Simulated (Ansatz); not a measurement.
Ag interstitial in alpha quartz (start: void with 6O2Si nearest; 72-site cell, 2×2×2 Γ-centred sampling). Calculation: PBE, PAW (plane waves to 420 eV; Ansatz, a quantum-chemistry and plane-wave program). Total energies of the localised charge states, counted from that of charge +1, and their image corrections (point charge with alignment); the host's valence-band maximum lies at 1.990 eV on the cells' energy zero and its gap is 5.68 eV.

```csv
charge,moment (μB),E − E(first) (eV),correction (eV)
+1,not spin-polarised,0.000,0.769
0,1.0,7.283,0.000
```

Problem. Derive the transition levels above the valence-band maximum and say which of them are thermodynamic.

Solution. A level is the Fermi energy at which two charges have equal formation energy: ε(q/q′) = [E(q′) + corr(q′) − E(q) − corr(q)] / (q − q′) − E_VBM.
ε(+1/0) = [(7.283 + 0.000) − (0.000 + 0.769)] / 1 − 1.990 = 4.52 eV
Thermodynamic levels at least 0.1 eV inside the gap: (+1/0) at 4.52 eV. They hold to tenths of an eV in this cell. Only the charges listed were compared. The geometries come from one start. Flagged in the runs: a host whose relaxation on this sampling wasn't shown to rest, a strain field that reaches the edge of the cell.
